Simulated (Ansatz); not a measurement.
## AlOOH (Pnma, No. 62): band gap by level of theory

No measured value is used here.

```json
[
 {"level (code)": "LDA (Ansatz)", "value (eV)": "6.29", "cell (Å³/atom)": "7.08"},
 {"level (code)": "PBEsol (Ansatz)", "value (eV)": "5.87", "cell (Å³/atom)": "7.32"},
 {"level (code)": "HSE06 (Ansatz)", "value (eV)": "7.84", "cell (Å³/atom)": "7.32"},
 {"level (code)": "PBE0 (Ansatz)", "value (eV)": "8.59", "cell (Å³/atom)": "7.32"}
]
```

Computed values are for a static lattice.  LDA, PBEsol, HSE06, PBE0: the gap is read on the k mesh or supercell of the run alone and can be too large. Values are at the level's own relaxed cell; HSE06 at the PBEsol cell; PBE0 at the PBEsol cell. K meshes differ between the levels. Ansatz's density-functional and Hartree–Fock values are scalar-relativistic unless marked +SOC, with PAW data made under PBE.

Ansatz is a first-principles code.
